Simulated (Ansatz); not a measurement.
## ZrSiS: response to strain

The reference is ZrSiS (space group P4/nmm, No. 129).

```xyz
6
Lattice="3.5189 0.0000 0.0000 0.0000 3.5189 0.0000 0.0000 0.0000 8.0287" Properties=species:S:1:pos:R:3 pbc="T T T"
Zr     0.0000     1.7594     5.8536
Zr     1.7594     0.0000     2.1751
Si     0.0000     0.0000     0.0000
Si     1.7594     1.7594     0.0000
S      1.7594     0.0000     4.9823
S      0.0000     1.7594     3.0464
```

Cartesian axes are those of the cell as printed.

Strains are applied to the cell and any free atomic positions relax; under stress the whole cell relaxes.

The values are results of Ansatz (a first-principles code) PBEsol, scalar-relativistic without spin-orbit coupling, not measurements.

Notes on the quantities. energy relative to the base: free energy F.

```csv
change,energy relative to the base,volume per atom,space group
base,0 meV/atom,16.57 Å³,P4/nmm (No. 129)
uniaxial strain ε_zz = −2.11 %,+5.9 meV/atom,16.22 Å³,P4/nmm (No. 129)
tensor shear ε_xy = +0.96 %,+2.6 meV/atom,16.57 Å³,Cmme (No. 67)
"uniaxial stress, 0.5 GPa compression along z",+0.1 meV/atom,16.55 Å³,P4/nmm (No. 129)
```

Without a gap, meshes like the base's 13×13×6 leave anisotropic stresses uncertain by several tenths of a GPa, and small strain energies with them. Stability under load was not tested beyond the relaxation. The final runs are not spin-polarised.
